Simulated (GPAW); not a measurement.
## A self-consistent single point of NaI (Fm-3m, 2 atoms in the cell) with GPAW

Computed with PBE, GPAW PAW datasets PBE (gpaw-data 1.0.1) (plane waves; GPAW).

Input:

```python
from ase import Atoms
from ase.units import GPa
from gpaw import GPAW

atoms = Atoms(['Na', 'I'],
              cell=[[0.000000, 3.235000, 3.235000],
                    [3.235000, 0.000000, 3.235000],
                    [3.235000, 3.235000, 0.000000]],
              positions=[[0.000000, 0.000000, 0.000000],
                         [3.235000, 3.235000, 3.235000]],
              pbc=True)

calc = GPAW(mode={'name': 'pw', 'ecut': 800},
            xc='PBE',
            kpts=(9, 9, 9),
            occupations={'name': 'fermi-dirac', 'width': 0.05},
            nbands=-4,
            convergence={'bands': -2},
            symmetry={'symmorphic': False, 'tolerance': 0.0005},
            maxiter=150)

atoms.calc = calc

energy = atoms.get_potential_energy()
print('Energy (eV):', round(energy, 6))
forces = atoms.get_forces()
print('Forces (eV/Ang):')
print(forces.round(5))
stress = atoms.get_stress()
print('Stress (GPa, Voigt):', (stress / GPa).round(4))
```

Output, abridged:

```
Input parameters:
  convergence: {bands: -2}
  kpts: [9 9 9]
  maxiter: 150
  mode: {ecut: 800,
         name: pw}
  nbands: -4
  occupations: {name: fermi-dirac,
                width: 0.05}
  symmetry: {symmorphic: False,
             tolerance: 0.0005}
  xc: PBE

species:
  Na:
    name: Sodium
    Z: 11.0
    valence: 7
    core: 4
    charge: 0.0
    file: Na.PBE.gz

    # Using partial waves for Na as LCAO basis

  I:
    name: Iodine
    Z: 53.0
    valence: 7
    core: 46
    charge: 0.0
    file: I.PBE.gz

    # Using partial waves for I as LCAO basis

Reference energy: -197959.406164  # eV

Spin-paired calculation

Convergence criteria:
 Maximum [total energy] change in last 3 cyles: 0.0005 eV / valence electron
 Maximum integral of absolute [dens]ity change: 0.0001 electrons / valence electron
 Maximum integral of absolute [eigenst]ate change: 4e-08 eV^2 / valence electron
 Maximum number of scf [iter]ations: 150

Symmetries present (total): 48
Symmetries with fractional translations: 0
729 k-points: 9 x 9 x 9 Monkhorst-Pack grid
35 k-points in the irreducible part of the Brillouin zone
       k-points in crystal coordinates                weights
   0:     0.00000000    0.00000000    0.00000000          1/729
   1:     0.11111111    0.11111111    0.00000000          6/729
   2:     0.11111111    0.11111111    0.11111111          8/729
   [... 7 lines left out ...]
          ...
  34:     0.44444444    0.44444444    0.44444444          8/729

Wave functions: Plane wave expansion
  Cutoff energy: 800.000 eV
  Number of coefficients (min, max): 3457, 3511
  Pulay-stress correction: 0.000000 eV/Ang^3 (de/decut=0.000000)

Occupation numbers: Fermi-Dirac:
  width: 0.0500  # eV

Eigensolver

Densities:
  Coarse grid: 30*30*30 grid
  Fine grid: 60*60*60 grid
  Total Charge: 0.000000

Density mixing:
  Method: separate
  Backend: pulay
  Linear mixing parameter: 0.05
  old densities: 5
  Damping of long wavelength oscillations: 50

Hamiltonian:
  XC and Coulomb potentials evaluated on a 60*60*60 grid
  External potential:
    NoExternalPotential

XC parameters: PBE with 2 nearest neighbor stencil

Number of atoms: 2
Number of atomic orbitals: 11
Number of bands in calculation: 11
Number of valence electrons: 14
Bands to converge: 9

Density initialized from atomic densities
  11 bands from LCAO basis set

Atomic positions and initial magnetic moments

Positions:
   0 Na     0.000000    0.000000    0.000000    ( 0.0000,  0.0000,  0.0000)
   1 I      3.235000    3.235000    3.235000    ( 0.0000,  0.0000,  0.0000)

Unit cell:
           periodic     x           y           z      points  spacing
  1. axis:    yes    0.000000    3.235000    3.235000    30     0.1245
  2. axis:    yes    3.235000    0.000000    3.235000    30     0.1245
  3. axis:    yes    3.235000    3.235000    0.000000    30     0.1245

  Lengths:   4.574981   4.574981   4.574981
  Angles:   60.000000  60.000000  60.000000

Effective grid spacing dv^(1/3) = 0.1359

     iter     time        total  log10-change:
                         energy   eigst   dens
iter:   1 --:--:--    -5.392620   +0.29
iter:   2 --:--:--    -5.390997   -0.47  -1.41
iter:   3 --:--:--    -5.379933   -1.68  -1.44
iter:   4 --:--:--    -5.386878   -2.42  -1.70
iter:   5 --:--:--    -5.387404   -3.04  -1.92
iter:   6 --:--:--    -5.387332c  -3.82  -2.97
iter:   7 --:--:--    -5.387338c  -4.50  -3.12
iter:   8 --:--:--    -5.387379c  -1.92  -3.09
iter:   9 --:--:--    -5.387378c  -4.20  -3.91
iter:  10 --:--:--    -5.387374c  -5.63  -3.98
iter:  11 --:--:--    -5.387370c  -6.36  -4.13c
iter:  12 --:--:--    -5.387370c  -7.63c -4.85c

Converged after 12 iterations.

Dipole moment: (-0.000000, -0.000000, -0.000000) |e|*Ang

Energy contributions relative to reference atoms: (reference = -197959.406164)

Kinetic:         +9.138809
Potential:       -9.028243
External:        +0.000000
XC:              -5.452034
Entropy (-ST):   -0.000000
Local:           -0.045902
SIC:             +0.000000
--------------------------
Free energy:     -5.387370
Extrapolated:    -5.387370

Showing only first 2 kpts
 Kpt  Band  Eigenvalues  Occupancy
  0     5      0.71692    2.00000
  0     6      0.71692    2.00000
  0     7      4.37869    0.00000
  0     8     12.41912    0.00000

  1     5      0.61499    2.00000
  1     6      0.61499    2.00000
  1     7      4.94789    0.00000
  1     8      8.97219    0.00000

Fermi level: 2.29514

Gap: 3.662 eV
Transition (v -> c):
  (s=0, k=0, n=6, [0.00, 0.00, 0.00]) -> (s=0, k=0, n=7, [0.00, 0.00, 0.00])
No difference between direct/indirect transitions
Energy (eV): -5.38737

Forces in eV/Ang:
  0 Na    0.00000    0.00000   -0.00000
  1 I     0.00000    0.00000    0.00000

Stress tensor:
    -0.002860    -0.000000    -0.000000
    -0.000000    -0.002860     0.000000
    -0.000000     0.000000    -0.002860
Stress (GPa, Voigt): [-0.4582 -0.4582 -0.4582  0.     -0.     -0.    ]
```

The run converged in 12 iterations. GPAW prints stress with tension positive.

The starting cell has typed, rounded lattice constants, without a prior relaxation at this level. Spin-orbit coupling is off.
